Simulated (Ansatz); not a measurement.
**Effect of Pb → Se on PbF2**

Start from PbF2 in the fluorite structure (space group Fm-3m, No. 225; a = 5.9212 Å).

Modification: Se takes the place of Pb on all its sites, then cell and atoms are relaxed.

All numbers come from r2SCAN (Ansatz, a first-principles code), without spin-orbit coupling. k-mesh 14×14×14 (Γ-centred); smearing 0.05 eV (Fermi–Dirac), for the changed cell.

| quantity | base | changed | shift |
|---|---|---|---|
| volume per atom | 17.30 Å³ | 14.85 Å³ | -2.45 Å³ |
| lattice parameter a | 5.921 Å | 5.627 Å | -0.294 Å |
| space group | Fm-3m (No. 225) | Fm-3m (No. 225) | – |
| shortest interatomic distance | 2.564 Å | 2.437 Å | -0.127 Å |
| band gap | 4.93 eV | zero | – |
| magnetic state | not spin-polarised | ferromagnetic | – |
| largest site moment | 0.00 μB | 1.01 μB | +1.01 μB |

Final structure:

```
SeF2
1.0
    0.00000     2.81358     2.81358
    2.81358     0.00000     2.81358
    2.81358     2.81358     0.00000
Se F
1 2
Direct
  0.00000   0.00000   0.00000
  0.25000   0.25000   0.25000
  0.75000   0.75000   0.75000
```

The magnetic state is the one reached from the starting moments; the real material's order can differ, and small cells can't hold many antiferromagnetic ones. Spin-orbit coupling, missing from the scalar runs, can matter with Pb. No phonon test of stability was made. As relaxed here, SeF2 is a hypothetical phase, not in the database extracts checked.
